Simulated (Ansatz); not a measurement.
The parent structure is BAs (space group P4_2/mnm, No. 136; a = 5.837 Å, c = 3.362 Å; a hypothetical phase, not in the database extracts checked). Axes: x, y, z lie along a, b, c of the conventional cell.

One thing is altered: tensor shear ε_xz = +3.57 % (engineering shear γ = 0.0714); the atoms relax in the strained cell.

Levels (all Ansatz, a program for electronic structure, PAW): PBEsol (420 eV, no spin-orbit coupling); r2SCAN (500 eV, spin-orbit coupling left out); HSE06 (420 eV, without spin-orbit coupling).

One geometry, relaxed with PBEsol, under each level:

```json
[
 {"level": "PBEsol", "band gap": "0.36 eV", "lowest conduction level above the VBM at special points": "Y₂ 0.53 eV; C₂ 0.65 eV; Γ 0.87 eV; E 1.20 eV", "pressure": "0.25 GPa"},
 {"level": "r2SCAN", "band gap": "0.61 eV", "lowest conduction level above the VBM at special points": "Y₂ 0.75 eV; C₂ 0.88 eV; Γ 1.12 eV; E 1.46 eV", "pressure": "1.55 GPa"},
 {"level": "HSE06", "band gap": "___", "lowest conduction level above the VBM at special points": "___", "pressure": "–"}
]
```

Problem. Give the withheld HSE06 results.

Solution. 
- HSE06, band gap: 1.06 eV
- HSE06, lowest conduction level above the VBM at special points: Y₂ 1.25 eV; C₂ 1.39 eV; Γ 1.61 eV

Single points use the geometry relaxed with PBEsol. Their cutoffs differ, which shifts pressures a little. HSE06 was sampled on its mesh, a few special points and the semilocal edge points, so its gap is an upper bound. Whether these cells are dynamically stable was not tested. k-point labels follow each cell's own Brillouin zone.
